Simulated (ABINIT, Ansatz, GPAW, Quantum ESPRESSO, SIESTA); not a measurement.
## Code comparison for Au (Fm-3m, 1 atom in the cell)

Self-consistent single point.

```
Au
1.0
    0.00000     2.09211     2.09211
    2.09211     0.00000     2.09211
    2.09211     2.09211     0.00000
Au
1
Direct
  0.00000   0.00000   0.00000
```

All programs got the same cell, k-point mesh and kind of occupations (in Ansatz's words: kpoints.mp_grid.grid = 18 18 18; scf.occupations.method = fermi_dirac; scf.occupations.width = 0.1 eV); potentials, basis and cutoffs are each program's usual ones.

```
code                                                                                                                                model  pressure (GPa)  k-points       cutoff
----------------  -----------------------------------------------------------------------------------------------------------------------  --------------  --------  -----------
GPAW                                                                                         PBE, GPAW PAW datasets PBE (gpaw-data 1.0.1)           -0.85       195       600 eV
ABINIT                                                           PBE, norm-conserving pseudopotentials (PseudoDojo nc-sr-05 PBE standard)           -2.85       195        38 Ha
Quantum ESPRESSO                                                                           PBE, GBRV 1.5 ultrasoft (PBE) pseudopotentials           -2.84       195        40 Ry
Ansatz                                                                                                                     PBE, PAW files           -2.55       195       420 eV
SIESTA            GGA PBE, numerical atomic orbitals DZP, PseudoDojo PBE standard norm-conserving potentials (rewritten from UPF to PSML)           -6.03      3096  grid 400 Ry
```

The spread over the programs that give each value: pressure within 5.18 GPa.

The starting cell comes from a database of computed structures (which also holds hypothetical and non-ambient phases and stackings), without a prior relaxation at this level. Its lattice was rescaled by a random factor within 2.5 % of one. On Ansatz's run: Spin-orbit coupling is off.

### Question
Why do the programs differ, and what cannot be compared?

### Answer
Differences of this kind can come from the potentials, where these differ, and from what each basis and cutoff leave unconverged. The valence holds different numbers of electrons (GPAW 11, ABINIT 19, Quantum ESPRESSO 11, Ansatz (a first-principles code) 19, SIESTA 19). The zero of total energies and Fermi levels follows the potentials and each program's conventions, so they are not compared here. SIESTA uses small atom-centred bases, whose incompleteness enters pressures, forces and empty levels differently from a plane-wave cutoff. Ansatz's pressure is given at a fixed set of plane waves, as the other plane-wave codes print theirs; with its correction for the finite basis it is -2.50 GPa. The programs reduce the same mesh by symmetry to different extents, which changes the work and not the result. In the pressure, GPAW (by 1.85) and SIESTA (by 3.34) lie more than 1 GPa from the median of the plane-wave programs.

Left out of this page: Elk and FLEUR (not drawn, or without a comparable value).

Keys are those of Ansatz 0.2.
